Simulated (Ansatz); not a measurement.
Start from ZrO$_{2}$ in the fluorite structure (space group Fm-3m, No. 225; a = 5.116 Å).

The same geometry is solved again with r2SCAN.

Levels (all Ansatz, a quantum-chemistry and plane-wave program, PAW): r2SCAN (500 eV, spin-orbit coupling left out); PBE (420 eV, no SOC).

Base, band edges from the VBM (valence, conduction): X 0.00, 3.75; W -0.20, 4.38; L -1.63, 3.94; Γ -0.53, 3.32; K -0.33, 3.97; U -0.33, 3.97 eV.

Q: Give the band edges at the high-symmetry points of the new zone, measured from its valence-band maximum.

A: 
| point | valence edge (eV) | conduction edge (eV) |
|---|---|---|
| Γ | -0.54 | 3.84 |
| X | 0.00 | 4.23 |
| U | -0.33 | 4.44 |
| K | -0.33 | 4.44 |
| L | -1.66 | 4.43 |
| W | -0.21 | 4.84 |

The gap is 3.84 eV, indirect, X → Γ.

Single points use the geometry relaxed with PBE. Stability against distortions was not tested. This is not the structure that ZrO2 has at room temperature and ambient pressure.
